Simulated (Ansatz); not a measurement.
# Convergence test for Hf (P6_3/mmc, 4 atoms in the cell)

```xyz
4
Lattice="3.1093 0.0000 0.0000 -1.5546 2.6927 0.0000 0.0000 0.0000 10.0042" Properties=species:S:1:pos:R:3 pbc="T T T"
Hf     0.0000     0.0000     0.0000
Hf     0.0000     0.0000     5.0021
Hf     0.0000     1.7952     2.5010
Hf     1.5546     0.8976     7.5031
```

Method: PBE, PAW files (plane waves; Ansatz, a quantum-chemistry and plane-wave program).

The starting cell was generated: these elements placed on a structure prototype, without a prior relaxation; it need not be a known phase or ordering of this composition. Its lattice was rescaled by a random factor within 2.5 % of one. In the base run, with a pressure of about 10 GPa the cell is away from its equilibrium volume at this level. Ansatz's pressure includes its estimate of the finite-basis (Pulay) stress.

Held fixed: kpoints.mp_grid.grid = 12 12 4; hamiltonian.xc = pbe; hamiltonian.pseudopotentials = {kind: paw} (the program's default PAW files); scf.occupations.method = cold; scf.occupations.width = 0.01 Ry.

ΔF is the free energy per atom less that of the last row (61.7 Ry).

The first pressure column holds Ansatz's estimate of the finite-basis (Pulay) stress, which hides part of the cutoff error; the other is without it.

```tsv
basis.ecutwfc	ΔF (meV/atom)	pressure (GPa)	pressure at a fixed set of plane waves (GPa)	plane waves	iterations
12.5 Ry	12312.8	3.61	-376.94	435	8
15.4 Ry	3132.0	9.10	-101.97	587	8
18.4 Ry	762.7	9.66	-28.61	727	8
21.7 Ry	90.8	9.65	2.10	983	9
24.6 Ry	10.1	9.64	8.79	1169	9
27.9 Ry	2.8	9.54	9.46	1387	9
30.9 Ry	1.48	9.53	9.48	1641	9
35.6 Ry	0.55	9.53	9.52	2051	9
40.1 Ry	0.34	9.53	9.52	2409	9
46.3 Ry	0.19	9.53	9.52	3005	9
54 Ry	0.10	9.53	9.52	3753	9
61.7 Ry	0.00	9.52	9.52	4661	9
```

Pressure within 1 GPa of the last row: from basis.ecutwfc = 15.4 Ry on; the one before it is off by 5.9 GPa. The value it settles on is 9.5 GPa at this level of theory and with the other settings as held.

Energy within 2 meV/atom of the last row: from basis.ecutwfc = 30.9 Ry on; the one before it is off by 2.8 meV/atom.

Keys are those of Ansatz 0.2.
